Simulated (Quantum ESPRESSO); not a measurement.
# Sensitivity of a calculation on CdSi7N10 (Pc, 36 atoms in the cell) to its settings

```
CELL_PARAMETERS angstrom
      6.81847     0.00000     0.00000
      0.00000     6.85300     0.00000
     -2.47386     0.00000     9.40231
ATOMIC_POSITIONS crystal
  Cd 0.99492 0.97118 0.70361
  Cd 0.99492 0.02882 0.20361
  Si 0.54428 0.98053 0.82587
  Si 0.54428 0.01947 0.32587
  Si 0.35523 0.02308 0.02088
  Si 0.35523 0.97692 0.52088
  Si 0.10550 0.39972 0.07201
  Si 0.10550 0.60028 0.57201
  Si 0.66065 0.36634 0.99082
  Si 0.66065 0.63366 0.49082
  Si 0.84545 0.61608 0.80428
  Si 0.84545 0.38392 0.30428
  Si 0.29620 0.61701 0.88146
  Si 0.29620 0.38299 0.38146
  Si 0.48130 0.36982 0.68534
  Si 0.48130 0.63018 0.18534
  N  0.74920 0.84661 0.81266
  N  0.74920 0.15339 0.31266
  N  0.55915 0.13654 0.97155
  N  0.55915 0.86346 0.47155
  N  0.32371 0.86862 0.86824
  N  0.32371 0.13138 0.36824
  N  0.15269 0.15861 0.03644
  N  0.15269 0.84139 0.53644
  N  0.28498 0.50560 0.72081
  N  0.28498 0.49440 0.22081
  N  0.44652 0.11973 0.67252
  N  0.44652 0.88027 0.17252
  N  0.88023 0.39471 0.12786
  N  0.88023 0.60529 0.62786
  N  0.07443 0.56914 0.93125
  N  0.07443 0.43086 0.43125
  N  0.69507 0.41907 0.82260
  N  0.69507 0.58093 0.32260
  N  0.49278 0.53887 0.02111
  N  0.49278 0.46113 0.52111
```

Base run A: PBEsol, GBRV 1.5 ultrasoft (PBESOL) pseudopotentials in Quantum ESPRESSO, self-consistent single point.

Its settings: ecutwfc = 40 Ry; ecutrho = 200 Ry; occupations = fixed; potentials = {Cd: cd_pbesol_v1.uspp.F.UPF, Si: si_pbesol_v1.uspp.F.UPF, N: n_pbesol_v1.2.uspp.F.UPF}; K_POINTS = automatic 3 2 2 0 0 0; nbnd = 96; conv_thr = 1e-10 Ry.

The starting cell comes from a database of computed structures (which also holds hypothetical and non-ambient phases and stackings), without a prior relaxation at this level. Its lattice was rescaled by a random factor within 2.5 % of one. In the base run, with a pressure of about -3 GPa the cell is away from its equilibrium volume at this level.

ΔF is the free energy per atom less that of run A. A dash stands where there is no value to compare (another energy zero or no entropy term, no result, no spin, no clean gap, or a mesh too coarse for one). Absolute energies have different zeros for different potentials, functionals, Hubbard and dispersion terms and are not compared across them.

Run A gave: pressure (GPa) -3.23; largest force (eV/Å) 0.345.

Runs:
- B: nbnd: 96 → 98
- C: vdw_corr: default → grimme-d3; dftd3_version: default → 3; dftd3_threebody: default → false [PBEsol-D3(0)]
- D: nosym: default → true
- E: lattice scaled by 0.985
- F: pseudopotentials: {Cd: cd_pbesol_v1.uspp.F.UPF, Si: si_pbesol_v1.uspp.F.UPF, N: n_pbesol_v1.2.uspp.F.UPF} → {Cd: cd_pbe_v1.uspp.F.UPF, Si: si_pbe_v1.uspp.F.UPF, N: n_pbe_v1.2.uspp.F.UPF}; input_dft: default → vdw-df-cx [vdW-DF-cx]
- G: occupations: fixed → smearing; nbnd: 96 → default; smearing: default → fd; degauss: default → 0.036749 Ry
- H: mixing_beta: default → 0.3
- I: mixing_ndim: default → 20

**Question.** What does run G change against A?

**Answer.** The free energy goes down by 14.8 meV/atom, the pressure goes from -3.23 to -2.68 GPa and the largest force goes from 0.345 to 0.291 eV/Å.

| run | ΔF (meV/atom) | pressure (GPa) | largest force (eV/Å) |
|---|---|---|---|
| A | 0.00 | -3.23 | 0.345 |
| B | 0.00 | -3.23 | 0.345 |
| C | – | -4.74 | 0.215 |
| D | 0.00 | -3.23 | 0.345 |
| E | 5.1 | 6.42 | 0.410 |
| F | – | -2.08 | 0.129 |
| G | -14.8 | -2.68 | 0.291 |
| H | 0.00 | -3.23 | 0.345 |
| I | 0.00 | -3.23 | 0.345 |
